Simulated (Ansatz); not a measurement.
Symmetric slabs, relaxed from ideal cuts in 1x1 cells, of elemental solids: surface energy (J/m²) by functional, in Ansatz (plane waves, PAW). All structures are PBE's; the other columns are single points with references at the same level. No spin-orbit coupling, Hubbard U or dispersion.

```tsv
system	PBE	LDA	PBEsol	RPBE	r2SCAN
hcp Zn (21-33), ideal cut with outer spacing 0.13 Å	0.73	1.19	1.06	0.52	0.98
fcc Ni, ferromagnetic (310), ideal cut with outer spacing 0.56 Å	2.42	3.04	2.84	2.15	–
hcp Zr (10-12), ideal cut with outer spacing 0.63 Å	1.69	1.89	1.84	1.57	1.84
hcp Sc (31-41), ideal cut with outer spacing 0.13 Å	1.30	1.47	1.41	1.20	1.38
fcc Ir (331), ideal cut with outer spacing 0.89 Å	2.68	3.29	3.13	2.43	2.92
hcp Lu (10-13), ideal cut with outer spacing 0.26 Å	1.19	1.37	1.32	1.09	1.31
hcp Sc (30-31), ideal cut with outer spacing 0.47 Å	1.23	1.37	1.33	1.15	1.32
fcc Ni, ferromagnetic (311), ideal cut with outer spacing 1.06 Å	2.33	2.92	2.73	2.07	–
hcp Be (31-43), ideal cut with outer spacing 0.08 Å	2.25	2.52	2.43	2.10	2.33
fcc Pb (321), ideal cut with outer spacing 0.67 Å	0.32	0.48	0.43	0.23	0.35
hcp Zr (20-23), ideal cut with outer spacing 0.18 Å	1.64	1.86	1.80	1.53	1.79
hcp Y (10-13), ideal cut with outer spacing 0.27 Å	1.06	1.20	1.16	0.97	1.13
```

The rows are a random draw from the class, without slabs that broke up, higher cuts of a face and adsorbates that left their site. Mean shift from PBE over these rows: LDA 0.31 J/m² (from 0.13 to 0.62, 12 rows); PBEsol 0.22 J/m² (from 0.10 to 0.45, 12 rows); RPBE -0.15 J/m² (from -0.27 to -0.09, 12 rows); r2SCAN 0.13 J/m² (from 0.02 to 0.25, 10 rows).

Ansatz is a program for electronic structure.
